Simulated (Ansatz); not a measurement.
Cost and result by functional for the adsorption energy of H on the 1x1 (0001) surface of hcp Os, one in a 2x2 cell, started at the site 'hollow Os-Os-Os over Os at depth 2.1 Å', in Ansatz (plane waves, PAW). Single points on the PBE structure, on one kind of machine; costs are rough ratios of the slab run's core time (references not counted) to the cheapest single point. r2SCAN's cost holds its higher cutoff (500 against 420 eV). Differences are taken against r2SCAN for comparison alone: no measured value is at hand, so the table doesn't rank accuracy.

Model: 17-atom slab, 6.4 Å thick at the start under the adsorbate (thin: gaps and levels are the slab's own), 6x6x1 mesh, Fermi-Dirac 0.1 eV, dipole correction, 8 atoms held, the rest relaxed; symmetry of the start imposed; no spin, no spin-orbit, no U, no dispersion correction. At the end it is bonded to 3 Os. In PBE this state lies 0.04 eV over the lowest of the starts that converged ('bridge Os-Os (span 2.8 Å)'). These notes are the PBE run's. Adsorption energies are against ½ H2(g). A negative adsorption energy means that the adsorbate is more stable on the surface than in its reference.

```csv
functional,relative cost,adsorption energy (eV),less r2SCAN (eV)
RPBE,1,-0.33,0.21
r2SCAN,2,-0.55,0.00
PBE (the relaxed run's value),–,-0.49,0.05
```

The values span 0.21 eV, while the single points' costs differ by a factor of roughly 2. Differences are of unrounded values.

Ansatz is a quantum-chemistry and plane-wave program.
